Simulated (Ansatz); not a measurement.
Cost and result by functional for the adsorption energy of Br on the 1x1 (100) surface of monoclinic HfO2 (cut with top plane 2 O), one in a 1x1 cell, started at the site 'bridge O-O (span 5.2 Å)', in Ansatz (plane waves, PAW). Single points on the PBE structure, on one kind of machine; costs are rough ratios of the slab run's core time (references not counted) to the cheapest single point. r2SCAN's cost holds its higher cutoff (500 against 420 eV). Differences are taken against r2SCAN for comparison alone: no measured value is at hand, so the table doesn't rank accuracy. The points keep PBE's geometry, so the relaxation of a polaron and the settling of charge on one site are left out.

Host crystal: monoclinic HfO2, with a band gap (PBE, scalar-relativistic without spin-orbit coupling).

Model: 25-atom slab, 9.3 Å thick at the start under the adsorbate (thin: gaps and levels are the slab's own), 4x4x1 mesh, Fermi-Dirac 0.01 eV, dipole correction, 12 atoms held, the rest relaxed; no symmetry held; spin-polarised, ending with about 1.0 μB a cell; orders that need a larger cell were not tried, no spin-orbit, no U, no dispersion correction. At the end it is bonded to Hf. In PBE it is, or lies within 0.03 eV of, the lowest of the starts that converged. These notes are the PBE run's. RPBE: The program's check for a lower electronic state was not made. r2SCAN: The program's check for a lower electronic state was not made. Adsorption energies are against ½ Br2(g). A negative adsorption energy means that the adsorbate is more stable on the surface than in its reference.

```csv
functional,relative cost,adsorption energy (eV),less r2SCAN (eV)
RPBE,1,0.24,0.40
r2SCAN,2,-0.16,0.00
PBE (the relaxed run's value),–,0.04,0.21
```

The values span 0.40 eV, while the single points' costs differ by a factor of roughly 2. Differences are of unrounded values.

Ansatz is a first-principles code.
